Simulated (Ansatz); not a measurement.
The parent structure is HfSiO₄ (space group I4_1/amd, No. 141; a = 6.582 Å, c = 5.966 Å). Axes: x, y, z lie along a, b, c of the conventional cell.

Computed with Ansatz (a first-principles code) PBEsol, without spin-orbit coupling.

It is then changed as follows: uniaxial stress, 3 GPa compression along x; all other stress components relax to zero.

### Question
What does the calculation give for the secant Young's modulus along x and energy relative to the base after the change?

### Answer
The secant Young's modulus along x amounts to 390 GPa; the energy rises by 0.8 meV/atom.

Load acts through the strain it causes; cell and atoms are relaxed under it. Beyond what the load breaks, stability against distortions was not tested.
